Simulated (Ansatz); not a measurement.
Start from NbP (space group I4_1md, No. 109; a = 3.3401 Å, c = 11.4491 Å; relaxed with 0.1 eV smearing). Axes: x, y, z lie along a, b, c of the conventional cell.

Calculations: Ansatz (a first-principles code) r2SCAN, no spin-orbit coupling.

Strains are applied to the cell and any free atomic positions relax.

One change was made to it. Results:

| quantity | base | after |
|---|---|---|
| pressure (mean of the normal stresses, compression positive) | 0.0 GPa | 18.9 GPa |
| energy relative to the base (free energy F) | 0 meV/atom | +68 meV/atom |

Question: Which of these changes matches the shifts?
(A) tensor shear ε_xy = +3.80 %
(B) isotropic strain −2.67 %
(C) isotropic strain −0.97 %
(D) isotropic strain −1.96 %

Answer: B, isotropic strain −2.67 %. For comparison, the energy relative to the base in the other runs: tensor shear ε_xy = +3.80 % gives +53 meV/atom; isotropic strain −1.96 % gives +36 meV/atom; isotropic strain −0.97 % gives +8.5 meV/atom.

Whether these cells are dynamically stable was not tested. All final runs are without spin polarisation.
